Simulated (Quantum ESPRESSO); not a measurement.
# σxx against uniaxial strain in cubic perovskite SrTiO3 (space group 221): C11 (Quantum ESPRESSO, LDA)

```
SrTiO3
1.0
    3.80027     0.00000     0.00000
    0.00000     3.85814     0.00000
    0.00000     0.00000     3.85814
Sr Ti O
1 1 3
Direct
  0.00000   0.00000   0.00000
  0.50000   0.50000   0.50000
  0.50000   0.00000   0.50000
  0.00000   0.50000   0.50000
  0.50000   0.50000   0.00000
```

Method: LDA (PZ), GBRV 1.5 ultrasoft (LDA) pseudopotentials (plane waves; Quantum ESPRESSO 7.5). Settings: ecutwfc = 65 Ry; ecutrho = 520 Ry; occupations = smearing; smearing = fd; degauss = 0.000734986 Ry; potentials = {Sr: sr_lda_v1.uspp.F.UPF, Ti: ti_lda_v1.4.uspp.F.UPF, O: o_lda_v1.2.uspp.F.UPF}; K_POINTS = automatic 10 10 10 0 0 0; conv_thr = 1e-10 Ry; mixing_beta = 0.7. The cell above is the first row's. The rows stretch one cube axis (x) by the strain ε and hold the other two. Stress is positive in tension. In all rows fractional positions and the k mesh are held.

```
ε (%)  σxx (GPa)
-----  ---------
-1.5       -6.16
-1.0       -3.98
-0.5       -1.91
0.0         0.06
0.5         1.92
1.0         3.69
1.5         5.37
2.0            ?
```

The 7 complete rows are fitted with a parabola, σxx against ε. Least squares gives σxx = 0.057 + 3.8400·ε - 0.2010·ε². Residuals (row less fit): -0.005, 0.004, 0.003, 0.003, -0.007, -0.006, 0.005; standard error 0.006 (degrees of freedom: 4). The slope at ε = 0, 3.8400 GPa per cent, gives C11 ≈ 100 × 3.8400 = 384 GPa, for the static lattice.

Problem. Predict the withheld σxx at ε = 2.0 from the fit, and compare with the calculation.

Solution. σxx = 0.057 + 3.8400 × 2.0 - 0.2010 × 2.0² = 6.933 GPa. The calculation gives 6.96 GPa, 0.027 GPa above the prediction (0.2 % of the range of σxx in the table). The row lies outside the fitted rows, so this is an extrapolation. From the scatter of the fitted rows alone, a prediction at this place has a standard error of 0.012 GPa, so the miss is 2.3 times that.

Carrying the step between the two nearest rows on in a straight line would have given 7.05, off by 0.09; series whose last step already gives the withheld value aren't shown. The reference cell has the volume at which an earlier scan in this program and functional put its minimum by a fit. This is the room-temperature phase, which distorts on cooling and is held here by symmetry. The runs keep the symmetry of the cell, so they don't test it for distortions. The unstrained cell stands at a pressure of -0.06 GPa, and the constants belong to that pressure. By symmetry this strain leaves no force on the atoms; the largest in the rows is 0.000 eV/Å. Cutoffs and mesh are single choices, not tested for convergence of this quantity. Series with a scatter that would blur these digits, or in which a gap closes, are not shown. Strain series were run only where this level's volume lies within 10 % of a first guess from the measured size.
